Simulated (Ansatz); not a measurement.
## NiO in the rock salt structure (space group Fm-3m, No. 225; ferromagnetic)

```
CELL_PARAMETERS angstrom
      0.00000     2.05860     2.05860
      2.05860     0.00000     2.05860
      2.05860     2.05860     0.00000
ATOMIC_POSITIONS crystal
  O  0.00000 0.00000 0.00000
  Ni 0.50000 0.50000 0.50000
```

All numbers come from PBEsol (Ansatz, a quantum-chemistry and plane-wave program, PAW, no SOC), earlier PAW set. Settings: 19×19×19 k-points, 0.05 eV Fermi–Dirac smearing.

```json
{
 "volume_per_atom": "8.72 Å³",
 "density": "7.11 g/cm³",
 "band_gap": "zero",
 "magnetic_state": "ferromagnetic",
 "total_energy": "-3182.141 eV/atom (σ→0; compares only within this code and set-up)"
}
```

Stability against distortions was not tested. No Hubbard U is applied and the magnetic state is the run's own (NiO ferromagnetic); other magnetic orders, which need larger cells, were not tried and can change the gap. In its common phase, real NiO is an antiferromagnetic insulator at low temperature.
